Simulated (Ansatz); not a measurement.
## A computed series for hypothetical CdI2 type CeO2: pressure series

Start from CeO2 in the CdI2 type structure (space group P-3m1, No. 164; a = 3.594 Å, c = 4.410 Å; a hypothetical phase, not in the database extracts checked).

Cell and atoms are relaxed at each pressure.

Computed with r2SCAN+rVV10 (Ansatz, a program for electronic structure; PAW; 500 eV plane waves; scalar-relativistic without spin-orbit coupling).

Candidates:
(a) pressure −1 GPa
(b) pressure 7.5 GPa
(c) pressure 3 GPa

For the base:

| Item | Value |
|---|---|
| Band gap | 2.52 eV |

### Question
Order them by band gap, highest first.

### Answer
(a) pressure −1 GPa (2.60 eV), (c) pressure 3 GPa (2.40 eV), (b) pressure 7.5 GPa (2.30 eV)

Load acts through the strain it causes; cell and atoms are relaxed under it. Stability against distortions was not tested. Competing high-pressure phases were not computed. Seeded moments were not kept for the base. All final runs are without spin polarisation.
